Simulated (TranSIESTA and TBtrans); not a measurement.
Cu chain with one Sn atom in place of Cu

Device: Cu chain with one Sn atom in place of Cu. Leads: straight Cu chain, spacing 2.3 Å. Geometry: 3 atoms about the centre moved by SIESTA (PBE, DZP) to a largest force of 0.00 eV/Å, all others as built, motion along the axis alone.

Computed with TranSIESTA and TBtrans, PBE, DZP numerical orbitals (energy shift 0.15 eV), PseudoDojo norm-conserving scalar-relativistic potentials, mesh cutoff 200 Ry, 300 K, no spin polarisation, no spin-orbit coupling; self-consistent non-equilibrium Green functions.

| Quantity | Value |
|---|---|
| Conductance at 300 K (G0 = 2e²/h) | 0.79 |
| Thermopower (μV/K) | 8.0 |
| Mean T from −0.5 to 0.5 eV | 0.79 |

Energies count from the leads' Fermi level. Transmissions are for one spin of a degenerate pair. The energy step is 0.01 eV; narrower resonances are cut or missed.

| E (eV) | T | lead channels |
|---|---|---|
| -2.00 | 0.52 | 1 |
| -1.80 | 0.19 | 1 |
| -1.60 | 0.00040 | 1 |
| -1.40 | 0.15 | 3 |
| -1.20 | 0.64 | 3 |
| -1.00 | 0.97 | 4 |
| -0.80 | 0.71 | 4 |
| -0.60 | 0.75 | 4 |
| -0.40 | 0.86 | band edge |
| -0.20 | 0.89 | 4 |
| 0.00 | 0.76 | 1 |
| 0.20 | 0.72 | 1 |
| 0.40 | 0.68 | 1 |
| 0.60 | 0.64 | 1 |
| 0.80 | 0.60 | 1 |
| 1.00 | 0.56 | 1 |
| 1.20 | 0.53 | 1 |
| 1.40 | 0.50 | 1 |
| 1.60 | 0.47 | 1 |
| 1.80 | 0.44 | 1 |
| 2.00 | 0.40 | 1 |

The leads' channel count changes near -0.01 eV, within the thermal window, so values at the Fermi level hang on where that band edge falls. The straight chain is held at its spacing; free chains may zigzag or dimerise. No spin-polarised start was tried, so a magnetic state, if there is one, is missed.
